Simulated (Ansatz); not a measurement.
Results of r²SCAN+rVV10 (plane waves, PAW; Ansatz, a first-principles code) for Hf3Si2 (P4/mbm, No. 127; cell taken from a computed entry).

Numerical settings: plane-wave cutoff 500 eV, 6×6×12 k mesh (along the axes of the cell as run), Fermi–Dirac smearing 0.05 eV, scalar-relativistic PAW data made under PBE.

Computed at the level's own relaxed cell.

Q: Give the computed equilibrium volume per atom, lattice parameter a and lattice parameter c.

A: 
equilibrium volume per atom: 17.80 Å³/atom
lattice parameter a: 6.988 Å
lattice parameter c: 3.645 Å

The run finds no gap.

Note: the relaxation could not lower the start's symmetry, so the cell can be a saddle point above a distorted one.

Spin–orbit coupling is not included.

The computed numbers hold no vibrational or temperature effects.

Computing time: about 7 core-minutes (a rough figure).
